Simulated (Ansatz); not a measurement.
Base system: NaCl in the rock salt structure (space group Fm-3m, No. 225; a = 5.601 Å).

Level of theory: PBEsol in Ansatz (plane waves to 420 eV, PAW, spin-orbit coupling left out).

For the base:

| Property | Result |
|---|---|
| Electron mass | 0.39 mₑ (at Γ) |
| Band gap | 5.01 eV |
| Pressure | 0.1 kbar |

One thing is altered: every lattice vector is stretched by 2.50 %, atoms relaxed at fixed cell.

### Question
What happens to the electron mass, band gap, energy relative to the base and pressure?

### Answer
The electron mass becomes 0.40 mₑ (at Γ) (base: 0.39 mₑ (at Γ)); the band gap falls by 0.26 eV, from 5.01 eV to 4.75 eV; the energy grows by 9.0 meV/atom; the pressure drops by 16.1 kbar (0.1 kbar → -16.0 kbar).

The cells carry an imposed strain or load. Masses are band curvatures over ±0.01 Å⁻¹ around the edge. No phonon test of stability was made.

Ansatz is a quantum-chemistry and plane-wave program.
